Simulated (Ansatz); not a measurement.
Start from ZnCu in the CsCl type structure (space group Pm-3m, No. 221; a = 2.908 Å).

Computed with PBEsol (Ansatz, a program for electronic structure, PAW, without spin-orbit coupling).

Before the change:

```
Item                   Result
-------------------  --------
Lattice parameter a  290.8 pm
```

Now apply this change: cell and atoms relaxed at a pressure of 9 GPa.

Problem. What happens to the lattice parameter a?

Solution. The lattice parameter a decreases by 5.47 pm (290.8 pm → 285.4 pm).

Load acts through the strain it causes; cell and atoms are relaxed under it. No phonon test of stability was made. No other phases were tried under pressure. The final runs are not spin-polarised.
